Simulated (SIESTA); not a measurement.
A working SIESTA input for TeMoWSeS₂ (P3m1, 12 atoms in the cell) (DFT, LDA PW92, numerical atomic orbitals DZP, PseudoDojo LDA standard norm-conserving potentials (rewritten from UPF to PSML)):

```
# files in the folder: Te.psml Mo.psml W.psml Se.psml S.psml (PseudoDojo LDA standard)
SystemName  TeMoWSeS2
SystemLabel TeMoWSeS2

NumberOfAtoms                12
NumberOfSpecies              5
%block ChemicalSpeciesLabel
  1 52 Te
  2 42 Mo
  3 74 W
  4 34 Se
  5 16 S
%endblock ChemicalSpeciesLabel
LatticeConstant              3.363840 Ang
%block LatticeVectors
     1.000000000    0.000000000    0.000000000
    -0.500000000    0.866025435    0.000000000
     0.000000000    0.000000000   11.887322227
%endblock LatticeVectors
AtomicCoordinatesFormat      Ang
%block AtomicCoordinatesAndAtomicSpecies
     0.000000000    0.000000000   13.177332457  1
     0.000000000    0.000000000    9.283793399  1
     0.000000000    0.000000000    3.734790470  2
    -0.000001682    1.942114971   11.231162734  2
     0.000000000    0.000000000   18.831501327  3
    -0.000001682    1.942114971   26.301882008  3
    -0.000001682    1.942114971   17.110058825  4
    -0.000001682    1.942114971   20.550144736  4
     0.000000000    0.000000000   27.864176051  5
    -0.000001682    1.942114971    2.179694096  5
    -0.000001682    1.942114971    5.287087751  5
     0.000000000    0.000000000   24.739188094  5
%endblock AtomicCoordinatesAndAtomicSpecies

XC.functional                LDA
XC.authors                   PW92
PAO.BasisSize                DZP
PAO.EnergyShift              0.01 Ry
MeshCutoff                   350 Ry
%block kgrid.MonkhorstPack
   11   0   0  0.0
    0  11   0  0.0
    0   0   1  0.0
%endblock kgrid.MonkhorstPack
OccupationFunction           MP
OccupationMPOrder            1
ElectronicTemperature        1578.21 K

MaxSCFIterations             150
SCF.Mixer.Method             Broyden
SCF.Mixer.Weight             0.1
SCF.Mixer.History            6
SCF.DM.Tolerance             1.0E-04
Diag.ParallelOverK           true
WriteForces                  true
Charge.Mulliken              end
```

The run converged in 22 iterations: free energy E − TS -21446.2195 eV; top of the valence band (on the code's own zero) -3.87 eV; gap on the k-point mesh 0.09 eV; pressure -7.63 GPa; largest force (vector length) 1.245 eV/Å. Each of these slips is then made, one at a time:

(1)
```diff
-SystemName  TeMoWSeS2
+SystemName  Te2Mo3W2Se2S4
-NumberOfAtoms                12
+NumberOfAtoms                13
+    -0.000001682    1.942114971   11.231162734  2
```

(2)
```diff
-MeshCutoff                   350 Ry
+MeshCutoff                   350 eV
```

How does each altered input end?


(1) One atom entered twice. The program stopped with an error.

(2) An energy in the wrong unit. The run converged in 26 iterations without an error; against the sound input the free energy goes down by 291 meV/atom, the pressure goes from -7.63 to 8.23 GPa and the largest force goes from 1.245 to 132.2 eV/Å.

The starting cell comes from a database of computed structures (which also holds hypothetical and non-ambient phases and stackings), without a prior relaxation at this level. Its lattice was rescaled by a random factor within 2.5 % of one. Spin-orbit coupling is off. Spin polarisation is off. Values carry the incompleteness of an atom-centred basis. In the base run, with a pressure of about -8 GPa the cell is away from its equilibrium volume at this level. In the base run, forces exceed 1 eV/Å.

Left out of this page: 3 runs of the series outside the window shown, repeating another row's setting, or not comparable.
